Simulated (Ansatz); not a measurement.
Levels about the gap of amorphous Ta16O42Zr (59 atoms in a cell of 903 Å³, 6.72 g/cm³; zone centre alone, so wide bands show as single levels with stretches between that a denser mesh fills), at the geometry that PBE relaxed, where it gives 1.4 GPa on a denser mesh. The participation number counts the atoms over which a state spreads; weights are charges in smoothed Voronoi cells. The levels come from a single point, so bond lengths are those of that geometry. Method of the levels: PBE, scalar-relativistic without spin-orbit coupling (Ansatz, a first-principles code). Sampling: the zone centre alone; Fermi-Dirac width 0.02 eV; no spin polarisation. At PBE the levels at the filled edge of the gap are localised (band-tail or defect states), and the nearest spread-out levels lie 3.6 eV apart at the zone centre.

The cell was made by melting and quenching with the CHGNet potential and then relaxed with DFT. O atoms were pushed apart under 1.9 Å during the dynamics, to hinder bonds among them. The hot cell started wider than the set density and was brought back towards it in steps. It is the lowest in DFT energy of 2 quenches. It is a model cell: composition and starting density were chosen by hand, and all elements were melted together. No dispersion term was used. Its density started from a set value of 7.30 and ended at 6.72 g/cm³. The simulated quench (nominally 360 K/ps over its main leg) is rapid and tends to freeze in more defects than a deposited or slowly cooled glass has. Values belong to this one cell and scatter from quench to quench. The volume was free in the relaxation, at fixed shape. Stress components on the final sampling reach 3.8 GPa. Cycles of charging lowered its energy after that relaxation.

| E - E(highest filled), eV | filling | participation number | largest on | weight O | weight Ta | weight Zr |
|---|---|---|---|---|---|---|
| -0.56 | filled | 24.7 | O, 2 neighbours | 0.97 | 0.03 | 0.00 |
| -0.51 | filled | 16.4 | O, 3 neighbours | 0.96 | 0.04 | 0.00 |
| -0.46 | filled | 24.6 | O, 2 neighbours | 0.95 | 0.04 | 0.00 |
| -0.43 | filled | 12.7 | O, 2 neighbours | 0.96 | 0.04 | 0.00 |
| -0.35 | filled | 17.8 | O, 3 neighbours | 0.96 | 0.04 | 0.00 |
| -0.32 | filled | 18.3 | O, 2 neighbours | 0.96 | 0.04 | 0.00 |
| 0.00 | filled | 4.8 | O, 2 neighbours | 0.96 | 0.03 | 0.00 |
| 3.29 | empty | 10.2 | Ta, 6 neighbours | 0.33 | 0.66 | 0.01 |
| 3.32 | empty | 17.9 | Ta, 6 neighbours | 0.34 | 0.66 | 0.00 |
| 3.42 | empty | 11.5 | Ta, 6 neighbours | 0.36 | 0.64 | 0.00 |
| 3.50 | empty | 22.8 | Ta, 5 neighbours | 0.34 | 0.64 | 0.02 |
| 3.60 | empty | 24.4 | Ta, 5 neighbours | 0.34 | 0.61 | 0.05 |
| 3.62 | empty | 20.3 | Ta, 5 neighbours | 0.35 | 0.62 | 0.02 |
| 3.72 | empty | 22.4 | Ta, 6 neighbours | 0.36 | 0.60 | 0.03 |

Most localised among these is the filled level at +0.00 eV, on a O atom, which has 2 neighbours (Ta 1.92 Å, Ta 1.95 Å).
